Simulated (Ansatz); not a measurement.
Abridged Ansatz (a program for electronic structure) output:

```
Relaxation: its limit of steps is 60 (relax.max_steps)
Pseudopotential: Ge, paw, valence charge 14
Pseudopotential: Ag, paw, valence charge 19
Pseudopotential: S, paw, valence charge 6
Pseudopotential: Ba, paw, valence charge 10
Crystal: 8 atoms, lattice volume = 172.427 Å³
Basis set: ecut = 420 eV, 3301 PW (Γ), exchange–correlation on 90×90×90 points (8 copies of the dense FFT grid, shifted against one another)
Bands: 52, of which v1, the nominal top of the filled ones, is band 43 counted from 1 (42 counted from 0)
Symmetry: 8 space group operations
k-points: 40 of 343 (time reversal used)
Functional: x = pbesol(κ = 0.804, μ = 0.12345679012345678), c = pbesol(β = 0.046)
SCF iter   1: F=—  HF=-28706.489584 eV  |F-HF|=—  |Δ(HF+E_count)|=         —  Δρ=5.68e-3  dr2=6.76e-2  ethr=1.77e-3  ⟨swp⟩=8.2  Hψ=8888  notcnv=0  defer=21
SCF iter   2: F=—  HF=-28706.472611 eV  |F-HF|=—  |Δ(HF+E_count)|=   1.70e-2  Δρ=2.13e-3  dr2=1.13e-2  ethr=7.86e-5  ⟨swp⟩=2.0  Hψ=4358  notcnv=0  defer=92
SCF 1 converged in 8 iterations: F = -28706.470410 eV  dr2 = 8.89e-9
relax step   1: F+E_penalty+E_count = -28706.47040951 eV  Δ(F+E_penalty+E_count) = +0.000e0 eV  max|allowed force component| = 3.020e-3 eV/Å  Δτ_max = 0.0000 Å  P = +2.989 GPa  Ω = 172.427 Å³  (8 SCF iters, dr2 threshold 1.00e-7 eV, accepted)
[... steps on the carried basis left out ...]
relax step   6: F+E_penalty+E_count = -28706.33976115 eV  Δ(F+E_penalty+E_count) = +6.536e-4 eV  max|allowed force component| = 1.822e-3 eV/Å  Δτ_max = 0.0000 Å  P = +4.993 GPa  Ω = 167.158 Å³  stress off target by 8.02e-3 GPa  SCF on the basis re-selected at this cell (its energy is not comparable with the rows above)  (6 SCF iters)
SCF converged after 6 iterations
Free energy (F): -28706.339761 eV
Internal energy: -28706.339717 eV  (E = F + TS)
E sigma→0 (E₀):  -28706.339739 eV
Entropy (-TS):   -0.000044 eV (-0.005 meV/atom)
Fermi energy:    10.587823 eV
--- Forces (eV/Å), atoms counted from 1 ---
[...]
  atom   3  Ag     0.00000000     0.00000000    -0.00000000
  atom   4  S     -0.00182224    -0.00182224    -0.00007277
  atom   5  S     -0.00182224     0.00182224     0.00007277
  atom   6  S      0.00182224     0.00182224    -0.00007277
  atom   7  S      0.00182224    -0.00182224     0.00007277
  atom   8  Ba    -0.00000000     0.00000000     0.00000000
--- Stress (GPa, compression-positive) ---
        4.991981      -0.000000      -0.000000
       -0.000000       4.991981      -0.000000
       -0.000000      -0.000000       4.993694
  P = ⅓ Tr σ = 4.9926 GPa (49.926 kbar)
--- Relaxed structure (5 steps of the walk, 5 accepted, 1 SCFs on fresh bases) ---
  cell:  # Å, volume = 167.1583 Å³
    - [-3.330762728019963, 3.330762728019963, 3.7668685309445396]
    - [3.330762728019963, -3.330762728019963, 3.7668685309445396]
    - [3.330762728019963, 3.330762728019963, -3.7668685309445396]
  atoms:
    - { symbol: Ge, position: [0.5, 0.5, -3.547230621121718e-20] }
    - { symbol: Ag, position: [0.7500000000000001, 0.25, 0.5000000000000001] }
    - { symbol: Ag, position: [0.25, 0.7500000000000001, 0.5000000000000001] }
    - { symbol: S, position: [0.5353412171158057, 0.5353412171158057, 0.39054682806702445] }
    - { symbol: S, position: [0.46465878288419404, 0.8552056109512185, -5.551115123125783e-17] }
    - { symbol: S, position: [0.14479438904878134, 0.14479438904878134, 0.6094531719329757] }
    - { symbol: S, position: [0.8552056109512186, 0.4646587828841941, 5.551115123125783e-17] }
    - { symbol: Ba, position: [-3.648703503188892e-21, -3.709402078805175e-20, -3.5472306211218147e-20] }
```

What was computed, and what are the main results?

BaAg2GeS4, 8 atoms in the cell, with PBEsol (Ansatz, PAW, spin-orbit coupling left out), from a series relaxed to a target (pressure 5 GPa). The last SCF converged to F = -28706.339761 eV, or -3588.2925 eV per atom, at a pressure of 4.99 GPa. The total energy compares only with runs of the same code, potentials and settings.

Load acts through the strain it causes; cell and atoms are relaxed under it. Stability against distortions was not tested. Competing high-pressure phases were not computed. The cell was made from BaAg2GeS4 (space group I-42m, No. 121) by this change: pressure 5 GPa.

Keys are those of Ansatz 0.2.
